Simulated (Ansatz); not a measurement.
**A computed series for hypothetical CsCl type TaAs: pressure series**

Consider TaAs in the CsCl type structure (space group Pm-3m, No. 221; a = 3.178 Å; a hypothetical phase, not in the database extracts checked).

Cell and atoms are relaxed at each pressure.

Computed with DFT with PBEsol, PAW potentials and a 420 eV plane-wave cutoff in Ansatz (a quantum-chemistry and plane-wave program), no SOC.

```
pressure (GPa)  volume per atom (Å³/atom)
--------------  -------------------------
-2                                 16.220
-1                                 16.134
0                                  16.050
0.3                                16.025
0.7                                15.993
3                                       ?
5                                  15.664
7.5                                15.489
10                                 15.323
```

Fit the third-order Birch–Murnaghan form P(V) = (3B₀/2)[(V₀/V)^(7/3) − (V₀/V)^(5/3)]·[1 + (3/4)(B₀′ − 4)((V₀/V)^(2/3) − 1)] (squares taken in P) to the rows shown and predict the withheld row.

Least squares on the printed values gives V₀ = 16.050 Å³/atom, B₀ = 195 GPa, B₀′ = 4.5; this predicts 15.812 Å³/atom, and the run gives 15.813 Å³/atom, in agreement.

Load acts through the strain it causes; cell and atoms are relaxed under it. Whether these cells are dynamically stable was not tested. Competing high-pressure phases were not computed. The final runs are not spin-polarised.
